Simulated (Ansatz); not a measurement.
Cell and atoms of amorphous Si$_{30}$N$_{41}$Al:

```xyz
72
Lattice="9.2972 -0.0538 -0.0751 -0.0538 9.3274 -0.2628 -0.0751 -0.2628 9.3391" Properties=species:S:1:pos:R:3 pbc="T T T"
Si     5.3765     3.9665     2.6793
Si     5.5745     6.5579     1.6108
Si     1.4492     4.0569     6.5436
Si     0.5802     3.3132     2.7660
Si     7.1349     6.0660     4.1092
Si     2.9730     4.5432     9.0922
Si     5.4835     0.6114     4.6879
Si     3.0472     2.3169     1.7938
Si     7.7768     6.6319    -0.1665
Si     2.8467     7.6791     0.5365
Si     5.9423     4.1173    -0.1651
Si     3.1559     8.5065     6.7916
Si     0.7764     0.4501     1.9789
Si     3.4451     2.6644     4.6377
Si     5.0252     0.0972     1.7125
Si     1.7106     1.1096     6.2482
Si     2.8254     5.6362     2.4759
Si     7.5826     2.2319     0.9701
Si     3.6257     1.7174     8.7895
Si     7.7653     9.0578     0.1342
Si     3.8022     6.1437     7.5785
Si     8.6083     1.0296     4.3899
Si     8.2588     7.6753     2.6099
Si     7.2646     3.0067     4.5131
Si     8.9457     3.7909     9.0072
Si     1.0171     5.8700     4.1495
Si     2.7773     8.5026     3.4893
Si     6.2206     7.8228     6.6287
Si     8.4548     2.2251     7.1108
Si     5.7491     1.9224     6.7766
N      7.1714     7.7711     8.1258
N      0.6048     5.2792     5.6919
N      2.6994     7.4904     8.1457
N      6.5585     7.2331     2.9351
N      8.7926     6.3538     3.5426
N      7.5462     2.7038     8.6630
N      2.3931     9.0484     5.1724
N      2.0380     8.6437     1.7650
N      2.7589     0.7933     7.6211
N      2.4517     6.8169     3.7056
N      8.7360     5.3639     8.3184
N      9.2170     0.9661     6.0998
N      6.4964     4.4167     3.9393
N      3.9864     2.9788     3.0964
N      4.4440    -0.0471     3.4755
N      1.5833     1.8933     2.5472
N      8.9316     3.5837     1.3192
N      5.9758     0.1431     6.3461
N      2.6256     4.8524     7.4091
N      4.7326     2.0380     5.4120
N      9.0823     9.1531     3.0605
N      2.8349     3.2426     0.3331
N      6.0991     3.2260     1.3533
N      6.6048     0.6293     1.2003
N      1.6714     4.5610     3.1945
N      7.1385     6.6339     5.7438
N      7.1375     2.9050     6.2379
N      2.3818     6.0036     0.8395
N      9.0163     0.9483     0.6053
N      5.0331     2.4655     8.1852
N      3.8902     1.1111     0.9347
N      8.4937     7.7035     0.9376
N      2.0652     2.7184     5.5667
N      4.5936     7.8131     0.9453
N      6.9084     1.3262     4.0647
N      6.7089     5.6431     0.6357
N      4.5295     5.4006     2.3556
N      0.5392     3.1500     7.7104
N      4.5299     7.3166     6.5221
N      8.8780     2.7337     3.9733
N      4.6039     5.0621     8.7069
Al     8.5904     5.9527     6.6201
```

Calculation: PBE, scalar-relativistic without spin-orbit coupling (plane waves to 420 eV, PAW; Ansatz, an electronic-structure program).

A CHGNet melt-quench gave the starting glass, which DFT then relaxed. N atoms were pushed apart under 1.9 Å during the dynamics, to hinder bonds among them. The hot cell started wider than the set density and was brought back towards it in steps. It is the lowest in DFT energy of 2 quenches. It is a model cell: composition and starting density were chosen by hand, and all elements were melted together. No dispersion term was used. Its density started from a set value of 2.96 and ended at 2.96 g/cm³. The quench (nominally 380 K/ps over its main leg) was far faster than any real one, so the model tends to hold more defects than a real film. One small periodic cell is one sample of the glass; other quenches scatter about these values. The volume was held where the preparation left it and the shape relaxed, at a PBE pressure of 4.3 GPa. Stress components on the final sampling reach 4.3 GPa. On a 2×2×2 Γ-centred mesh force components of up to 0.14 eV/Å stay, since the relaxation ran on the zone centre alone.

Cut-offs for bonds: Si-Si 2.60 Å, Si-N 2.20 Å, Si-Al 2.55 Å, N-N 1.70 Å, N-Al 2.30 Å, Al-Al 2.66 Å. Two cations that share two anions don't count as bonded, nor two that share one unless they lie closer than Si-Si 2.38 Å, Si-Al 2.48 Å, Al-Al 2.59 Å.

Q: Give the coordination numbers, mean bond lengths and angles.

A: 
| Item | Result |
|---|---|
| Mean coordination of Si by anions | 4.03 (1 with 3, 27 with 4, 2 with 5) |
| Mean coordination of N | 3.02 (40 with 3, 1 with 4) |
| Mean coordination of Al by anions | 3.00 (1 with 3) |
| Mean Si-N bond | 1.758 Å (spread 0.065 Å, 121 counted) |
| Mean N-Al bond | 1.812 Å (spread 0.011 Å, 3 counted) |
| Bond angle at Si | mean 109.3°, spread 16.0° |
| Bond angle at N | mean 115.8°, spread 16.9° |

Q: Which atoms depart from the most common coordination of their element?

A: Si11 has 5 (N53 1.77 Å, N71 1.81 Å, N66 1.89 Å, N60 1.90 Å, N36 2.10 Å); Si14 has 3 (N50 1.63 Å, N44 1.66 Å, N63 1.66 Å); Si18 has 5 (N36 1.80 Å, N53 1.83 Å, N54 1.89 Å, N47 1.94 Å, N59 1.96 Å); N36 has 4 (Si18 1.80 Å, Si25 1.81 Å, Si29 1.86 Å, Si11 2.10 Å).

Q: List the pairs of like atoms that count as bonded by the rules above.

A: There are none by these rules.
